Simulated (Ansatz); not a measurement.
The structure below was relaxed with r2SCAN in Ansatz (plane waves to 500 eV, PAW, without spin-orbit coupling), at pressure 22.5 GPa.

Space group F-43m (No. 216); a = b = c = 5.9881 Å, α = β = γ = 90.00°

```csv
atom,site,symmetry,x,y,z
In,4a,-43m,0.0000,0.0000,0.0000
Sb,4d,-43m,0.7500,0.7500,0.7500
```

Problem. Write out a cell with all atoms.

Solution. 
```cif
data_In4Sb4
_chemical_formula_sum 'In4 Sb4'
_space_group_name_H-M_alt 'P 1'
_space_group_IT_number 1
_cell_length_a 5.98807
_cell_length_b 5.98807
_cell_length_c 5.98807
_cell_angle_alpha 90.000
_cell_angle_beta 90.000
_cell_angle_gamma 90.000
loop_
_space_group_symop_operation_xyz
  'x, y, z'
loop_
_atom_site_label
_atom_site_type_symbol
_atom_site_fract_x
_atom_site_fract_y
_atom_site_fract_z
_atom_site_occupancy
In1 In 0.00000 0.00000 0.00000 1
Sb1 Sb 0.25000 0.25000 0.75000 1
In2 In 0.00000 0.50000 0.50000 1
Sb2 Sb 0.25000 0.75000 0.25000 1
In3 In 0.50000 0.00000 0.50000 1
Sb3 Sb 0.75000 0.25000 0.25000 1
In4 In 0.50000 0.50000 0.00000 1
Sb4 Sb 0.75000 0.75000 0.75000 1
```
This is the conventional cell.

Load acts through the strain it causes; cell and atoms are relaxed under it. No phonon test of stability was made. Tetrahedral semiconductors of this kind turn to denser phases somewhere between about 1 and 50 GPa; those were not computed, so compressed cells here can lie past the real transition. The cell was made from InSb in the zinc blende structure (space group F-43m, No. 216) by this change: pressure 22.5 GPa.

Ansatz is an electronic-structure program.
